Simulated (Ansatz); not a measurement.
Here is the system:

End structure of the (210) surface of zinc-blende InAs in its 1x1 cell (cut with top plane In, bottom plane In), relaxed from an ideal cut (the real face may reconstruct), outermost plane spacing 0.69 Å in the ideal cut (one of several cuts of this face), with 1 In a cell over the bulk's ratio (in the relaxation 2 In–In bonds formed; As ended outermost):

```
CELL_PARAMETERS angstrom
      6.18568     0.00000     0.00000
     -3.09284     6.91581     0.00000
      0.00000     0.00000    27.50000
ATOMIC_POSITIONS crystal
  In 0.39664 0.52742 0.32523
  As 0.70495 0.90990 0.31477
  In 0.58618 0.18561 0.35328
  As 0.98656 0.50269 0.37164
  In 0.88561 0.81417 0.39441
  As 0.27524 0.10613 0.42676
  In 0.16471 0.40449 0.45137
  As 0.58048 0.70099 0.47152
  In 0.48549 0.00023 0.49995
  As 0.87949 0.29913 0.52855
  In 0.76042 0.59598 0.54871
  As 0.16964 0.89387 0.57323
  In 0.07207 0.18605 0.60545
  As 0.48410 0.49723 0.62855
  In 0.40225 0.81509 0.64657
  As 0.79668 0.08937 0.68525
  In 0.86951 0.47166 0.67476
```

Set-up: 17 atoms, As8In9, 11.1 Å thick at the start; mesh 5x4x1; 0.025 eV smearing; dipole correction on; all atoms relaxed; no symmetry held; spin-polarised from one start with parallel moments (other orders not tried), no spin-orbit, no U. The slab shows no gap over 0.04 eV on its mesh. The starting moment vanished.

Question: Give the work function of the top face at the level Ansatz (an electronic-structure program) with PBE.

Answer: 4.64 eV
